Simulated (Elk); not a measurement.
Input and output of a self-consistent single point for TiPt3 (Pm-3m, 4 atoms in the cell) (Elk)

Computed with Elk with PBE, all-electron FP-LAPW, Elk's shipped species files, LAPW+lo basis.

Input as run:

```
tasks
  0

xctype
  20

rgkmax
  8.0

gmaxvr
  14.0

nxoapwlo
  1

rmtscf
  0.88

stype
  1

swidth
  0.00999582

scale
  7.416286868

avec
    1.0000000000    0.0000000000    0.0000000000
    0.0000000000    1.0000000000    0.0000000000
    0.0000000000    0.0000000000    1.0000000000

atoms
  2   : nspecies
  'Ti.in'   : spfname
  1   : natoms; atposl, bfcmt below
  0.0000000000  0.0000000000  0.0000000000    0.0 0.0 0.0
  'Pt.in'   : spfname
  3   : natoms; atposl, bfcmt below
  0.5000000000  0.5000000000  0.0000000000    0.0 0.0 0.0
  0.0000000000  0.5000000000  0.5000000000    0.0 0.0 0.0
  0.5000000000  0.0000000000  0.5000000000    0.0 0.0 0.0

ngridk
  7 7 7
```

Output, abridged:

```
│ Elk code version 10.2.4 │

All units are atomic (Hartree, Bohr, etc.)

│ Ground-state run starting from atomic densities │

Lattice vectors :
   7.416286868       0.000000000       0.000000000
   0.000000000       7.416286868       0.000000000
   0.000000000       0.000000000       7.416286868

Unit cell volume      :    407.9054998
Brillouin zone volume :   0.6081070580

Muffin-tin inner radius fraction :   0.1000000000E-01

Nuclei treated as point charges

Species :    1 (Ti)
 parameters loaded from : Ti.in
 name : titanium
 nuclear charge    :   -22.00000000
 electronic charge :    22.00000000
 atomic mass :    87256.20310
 muffin-tin radius :    2.112000000
 number of radial points in muffin-tin :    497
 atomic positions (lattice), magnetic fields (Cartesian) :
   1 :   0.00000000  0.00000000  0.00000000    0.00000000  0.00000000  0.00000000

Species :    2 (Pt)
 parameters loaded from : Pt.in
 name : platinum
 nuclear charge    :   -78.00000000
 electronic charge :    78.00000000
 atomic mass :    355605.4398
 muffin-tin radius :    2.464000000
 number of radial points in muffin-tin :    697
 atomic positions (lattice), magnetic fields (Cartesian) :
   1 :   0.50000000  0.50000000  0.00000000    0.00000000  0.00000000  0.00000000
   2 :   0.00000000  0.50000000  0.50000000    0.00000000  0.00000000  0.00000000
   3 :   0.50000000  0.00000000  0.50000000    0.00000000  0.00000000  0.00000000

Total number of atoms per unit cell :    4

Spin treatment :
 spin-unpolarised

Number of Bravais lattice symmetries :   48
Number of crystal symmetries         :   48
Crystal has inversion symmetry
Real symmetric eigensolver will be used

k-point grid :      7     7     7
k-point offset :    0.000000000       0.000000000       0.000000000
k-point set is reduced with full crystal symmetry group
Total number of k-points :       20

Muffin-tin radius times maximum |G+k| :    8.000000000
 using average radius
   [... lines left out ...]
 potential will be trimmed for |G| > 2 gkmax
Constant for pseudocharge density :    9
Radial integration step length :    4

G-vector grid sizes :     35    35    35
Number of G-vectors :    18949

Maximum angular momentum used for
 APW functions                      :    8
 outer part of muffin-tin           :    6
 inner part of muffin-tin           :    1

Total nuclear charge    :   -256.0000000
Total core charge       :    154.0000000
Total valence charge    :    102.0000000
Total excess charge     :    0.000000000
Total electronic charge :    256.0000000

Effective Wigner radius, rₛ :   0.7245644057

Number of empty states         :   16
Total number of valence states :   67
Total number of core states    :  154

Total number of local-orbitals :  106

Exchange-correlation functional :     20     0     0
 Perdew-Burke-Ernzerhof, Phys. Rev. Lett. 77, 3865 (1996)
 gradient requirement :    1
 generalised gradient approximation (GGA)

Smearing type :    1
 Methfessel-Paxton order 1, Phys. Rev. B 40, 3616 (1989)
Smearing width :   0.9995820000E-02
Effective electronic temperature (K) :    3156.430308

Mixing type :    3
 Broyden mixing, J. Phys. A: Math. Gen. 17, L317 (1984)

Kohn-Sham potential initialised from atomic data
│ Self-consistent loop started │
│ Loop number : 1 │
 total energy                :     -56140.9631034
│ Loop number : 2 │
 total energy                :     -56147.7050673
RMS change in Kohn-Sham potential (target) :   0.4363919014     (  0.1000000000E-05)
Absolute change in total energy (target)   :    6.741963870     (  0.1000000000E-03)
│ Loop number : 3 │
 total energy                :     -56145.0556006
RMS change in Kohn-Sham potential (target) :   0.4712358936     (  0.1000000000E-05)
Absolute change in total energy (target)   :   0.9639756984     (  0.1000000000E-03)
│ Loop number : 4 │
 total energy                :     -56153.7588851
RMS change in Kohn-Sham potential (target) :   0.4064822171     (  0.1000000000E-05)
Absolute change in total energy (target)   :    8.462290552     (  0.1000000000E-03)
│ Loop number : 5 │
 total energy                :     -56159.6944287
RMS change in Kohn-Sham potential (target) :   0.3536093337     (  0.1000000000E-05)
Absolute change in total energy (target)   :    8.051116191     (  0.1000000000E-03)
   [... lines left out ...]
Absolute change in total energy (target)   :   0.4982146085E-02 (  0.1000000000E-03)
│ Loop number : 16 │
 total energy                :     -56194.4814684
RMS change in Kohn-Sham potential (target) :   0.1389072249E-05 (  0.1000000000E-05)
Absolute change in total energy (target)   :   0.1130926103E-02 (  0.1000000000E-03)
│ Loop number : 17 │
 total energy                :     -56194.4813214
RMS change in Kohn-Sham potential (target) :   0.9370640006E-06 (  0.1000000000E-05)
Absolute change in total energy (target)   :   0.4297293344E-03 (  0.1000000000E-03)
│ Loop number : 18 │
 total energy                :     -56194.4812458
RMS change in Kohn-Sham potential (target) :   0.3769932425E-06 (  0.1000000000E-05)
Absolute change in total energy (target)   :   0.1830011679E-03 (  0.1000000000E-03)
│ Loop number : 19 │
 total energy                :     -56194.4812262
RMS change in Kohn-Sham potential (target) :   0.2134346299E-06 (  0.1000000000E-05)
Absolute change in total energy (target)   :   0.6538420712E-04 (  0.1000000000E-03)
Convergence targets achieved

│ Loop number : 20 │

Energies :
 Fermi                       :     0.474866243184
 sum of eigenvalues          :     -34472.8584429
 electron kinetic            :      64190.0380566
 core electron kinetic       :      61651.3587452
 Coulomb                     :     -119269.962259
 Coulomb potential           :     -97205.2881074
 nuclear-nuclear             :     -4338.20842011
 electron-nuclear            :     -132658.219570
 Hartree                     :      17726.4657315
 Madelung                    :     -70667.3182053
 xc potential                :     -1457.60839205
 exchange                    :     -1099.27211068
 correlation                 :     -15.2848855968
 total energy                :     -56194.4811987

Density of states at Fermi energy :    50.16548813
 (states/Hartree/unit cell)

Estimated indirect band gap :   0.1935600652E-02
 from k-point      3 to k-point     13
Estimated direct band gap   :   0.8661873146E-02
 at k-point      2

Charges :
 core                        :    154.0000000
 valence                     :    102.0000000
 interstitial                :    6.992129450
 muffin-tins (core leakage)
  species :    1 (Ti)
   atom    1                 :    19.66488076     (  0.1526173143E-07)
  species :    2 (Pt)
   atom    1                 :    76.44766326     (  0.9079492299E-03)
   atom    2                 :    76.44766326     (  0.9079492299E-03)
   atom    3                 :    76.44766326     (  0.9079492299E-03)
 total in muffin-tins        :    249.0078706
 total calculated charge     :    255.9915137
 total charge                :    256.0000000
 error                       :   0.8486340900E-02

│ Self-consistent loop stopped │
```

The run converged in 20 iterations. The count includes the last loop, which Elk runs after its targets are met.

The starting cell comes from a database of computed structures (which also holds hypothetical and non-ambient phases and stackings), without a prior relaxation at this level. Its lattice was rescaled by a random factor within 2.5 % of one. Spin-orbit coupling is off. Spin polarisation is off. Values depend on the basis (sphere radii, cutoffs, local orbitals), which need not be converged. The log's line on a gap gives a spacing of levels on this mesh, which the program prints for metals too.

Cost on one core of a shared machine: roughly 60 s.
